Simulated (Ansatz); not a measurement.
Amorphous In₂₄O₃₇Sr, 62 atoms at 6.45 g/cm³, one PBE-relaxed geometry, zone centre. Methods: PBE, scalar-relativistic without spin-orbit coupling (Ansatz, a first-principles code); r2SCAN, scalar-relativistic without spin-orbit coupling (Ansatz); HSE06, scalar-relativistic without spin-orbit coupling (Ansatz). Plane waves to 420 eV (r2SCAN 500 eV); exact exchange is cut at the cell's faces. At PBE the levels at the filled edge of the gap are localised (band-tail or defect states). All rungs ran without spin polarisation.

The cell was made by melting and quenching with the CHGNet potential and then relaxed with DFT. O atoms were pushed apart under 1.9 Å during the dynamics, to hinder bonds among them. The hot cell started wider than the set density and was brought back towards it in steps. It is the lowest in DFT energy of 2 quenches. It is a model cell: composition and starting density were chosen by hand, and all elements were melted together. No dispersion term was used. Its density started from a set value of 6.45 and ended at 6.45 g/cm³. Cooling (nominally 220 K/ps over its main leg) ran many orders faster than in experiment, which tends to leave more defects and strain. A cell of this size samples the disorder only roughly. The volume was held where the preparation left it and the shape relaxed, at a PBE pressure of 1.1 GPa. Stress components on the final sampling reach 1.1 GPa.

The relaxation ran on the zone centre alone. At PBE the level gap is 0.39 eV on a 2×2×2 Γ-centred mesh, and the spacing at the zone centre alone 0.48 eV.

**Question.** What zone-centre spacing does r2SCAN give, roughly?

**Answer.** 0.85 eV (+0.37 eV against PBE).

**Question.** What zone-centre spacing does HSE06 give, roughly?

**Answer.** 1.76 eV (+1.29 eV against PBE).

The highest filled and the lowest empty state spread over these numbers of atoms (participation numbers): PBE: 8.3 and 56.8; r2SCAN: 7.7 and 57.8; HSE06: 8.4 and 58.2.
